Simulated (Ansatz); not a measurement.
The starting structures come from a database of crystals and need not be the phases stable at ambient conditions.

By PBEsol, the system below comes out a metal.

Without scattering a metal conducts by its projected Fermi surface.

Here is the system:

```
Cu2Mg
1.0
    5.02158     0.00000     0.00000
    0.00000     5.02158     0.00000
    2.51079    -2.51079     3.48117
Mg Cu
2 4
Direct
  0.00000   0.00000   0.00000
  0.75000   0.75000   0.50000
  0.37500   0.37500   0.75000
  0.37500   0.87500   0.25000
  0.87500   0.37500   0.75000
  0.37500   0.37500   0.25000
```

Space group of this cell: I4_1/amd. The cell is strained (lengths across the current scaled by 1.02, ions clamped); by PBEsol its mean pressure is -4.8 GPa.

The current flows along the normal of the first two printed cell vectors, the (001) (indices of the unstrained crystal) plane of the conventional cell. No spin-orbit coupling; the value is a mean over 0.1 eV about the Fermi level.

Q: Compute, with PBEsol run with Ansatz (a first-principles code), the ballistic conductance per area.

A: 0.89 × 10¹⁵ S/m² for both spins.
